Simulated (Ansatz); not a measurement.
One base run on ZnNi3 (Pm-3m, 4 atoms in the cell) and variants with one or two settings moved

```
ZnNi3
1.0
    3.53853     0.00000     0.00000
    0.00000     3.53853     0.00000
    0.00000     0.00000     3.53853
Zn Ni
1 3
Direct
  0.00000   0.00000   0.00000
  0.00000   0.50000   0.50000
  0.50000   0.00000   0.50000
  0.50000   0.50000   0.00000
```
Moments meant for the start (each program seeds them in its own way; μB, in the order of the atoms Zn Ni Ni Ni): 0.0 2.0 2.0 2.0.

Base run A: LDA (PW92), default PAW files made with PBE (Ansatz, a program for electronic structure), self-consistent single point.

Its settings: kpoints.mp_grid.grid = 8 8 8; hamiltonian.xc = lda; hamiltonian.pseudopotentials = {kind: paw} (the program's default PAW files); magnetization.spin_polarized = true; scf.occupations.method = fermi_dirac; scf.occupations.width = 0.1 eV.

The starting cell comes from a database of computed structures (which also holds hypothetical and non-ambient phases and stackings), without a prior relaxation at this level. Its lattice was rescaled by a random factor within 2.5 % of one. The moments shrank to a small part of their start, a low-spin state that need not be the lowest. In the base run, with a pressure of about -10 GPa the cell is away from its equilibrium volume at this level. Ansatz's pressure includes its estimate of the finite-basis (Pulay) stress.

ΔF is the free energy per atom less that of run A. 

Runs:
- B: scf.convergence.dr2_threshold: default (1e-07 eV) → 0.01 eV
- C: kpoints.mp_grid.grid: 8 8 8 → 6 6 6; scf.occupations.width: 0.1 eV → 0.3 eV
- D: kpoints.mp_grid.grid: 8 8 8 → 4 4 4
- E: scf.occupations.method: fermi_dirac → methfessel_paxton; scf.occupations.width: 0.1 eV → 0.3 eV
- F: opposed starting moments (0 2 2 -2 μB)
- G: scf.mixing.algorithm: default (the program chose MSR1) → anderson
- H: scf.mixing.algorithm: default (the program chose MSR1) → broyden; scf.mixing.beta: default → 0.3
- I: scf.mixing.preconditioner: default (the program chose Kerker) → local_kerker

| run | ΔF (meV/atom) | pressure (GPa) | size of the net moment (μB/atom) | k-points |
|---|---|---|---|---|
| A | 0.00 | -10.18 | 0.16 | 35 |
| B | 0.00 | -10.20 | 0.15 | 35 |
| C | -160.5 | -7.96 | 0.00 | 20 |
| D | -7.1 | -10.73 | 0.00 | 10 |
| E | 21.6 | -10.39 | 0.25 | 35 |
| F | 0.00 | -10.18 | 0.16 | 75 |
| G | 0.00 | -10.18 | 0.16 | 35 |
| H | 0.00 | -10.18 | 0.16 | 35 |
| I | 0.00 | -10.18 | 0.16 | 35 |

Run D against A: The free energy falls by 7.1 meV/atom, the pressure goes from -10.18 to -10.73 GPa and the size of the net moment goes from 0.16 to 0.00 μB/atom.

Run C against A: The free energy goes down by 160 meV/atom, the pressure goes from -10.18 to -7.96 GPa and the size of the net moment goes from 0.16 to 0.00 μB/atom.

Run E against A: The free energy rises by 21.6 meV/atom, the pressure goes from -10.18 to -10.39 GPa and the size of the net moment goes from 0.16 to 0.25 μB/atom.

Keys are those of Ansatz 0.2.
